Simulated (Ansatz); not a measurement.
Base system: PbS in the rock salt structure (space group Fm-3m, No. 225; a = 5.9747 Å).

Method: r2SCAN (Ansatz, a program for electronic structure, PAW, without spin-orbit coupling).

Strains are applied to the cell and any free atomic positions relax.

One change was made to it. Results:

| quantity | base | after |
|---|---|---|
| pressure | -0.01 GPa | -1.63 GPa |
| band gap | 0.69 eV | 0.80 eV |
| width of the top valence band | 3.46 eV | 3.23 eV |

Task: Name the change that was made.
(A) isotropic strain +1.00 %
(B) isotropic strain +2.50 %
(C) isotropic strain +1.50 %
(D) isotropic strain +2.00 %
(E) isotropic strain +3.00 %

Result: A, isotropic strain +1.00 %. For comparison, the band gap in the other runs: isotropic strain +3.00 % gives 0.97 eV; isotropic strain +2.00 % gives 0.89 eV; isotropic strain +1.50 % gives 0.84 eV; isotropic strain +2.50 % gives 0.93 eV.

With Pb present, leaving out spin-orbit coupling can change the band edges. Whether these cells are dynamically stable was not tested.
